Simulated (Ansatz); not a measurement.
The parent structure is SiC in the zinc blende structure (space group F-43m, No. 216; a = 4.3569 Å).

Now apply this change: a hydrostatic pressure of 22.5 GPa.

All numbers come from PBEsol (Ansatz, a quantum-chemistry and plane-wave program), no SOC.

Base, band edges from the VBM (valence, conduction): X -3.21, 1.24; W -4.75, 5.12; L -1.06, 5.37; Γ 0.00, 6.18; K -2.61, 3.00; U -2.61, 3.00 eV.

Q: Give the band edges at the high-symmetry points of the new zone, measured from its valence-band maximum.

A: 
| point | valence edge (eV) | conduction edge (eV) |
|---|---|---|
| Γ | 0.00 | 7.18 |
| X | -3.38 | 1.16 |
| U | -2.74 | 3.07 |
| K | -2.74 | 3.07 |
| L | -1.08 | 6.17 |
| W | -5.09 | 5.25 |

The gap is 1.16 eV, indirect, Γ → X.

Load acts through the strain it causes; cell and atoms are relaxed under it. Whether these cells are dynamically stable was not tested. Competing high-pressure phases were not computed.
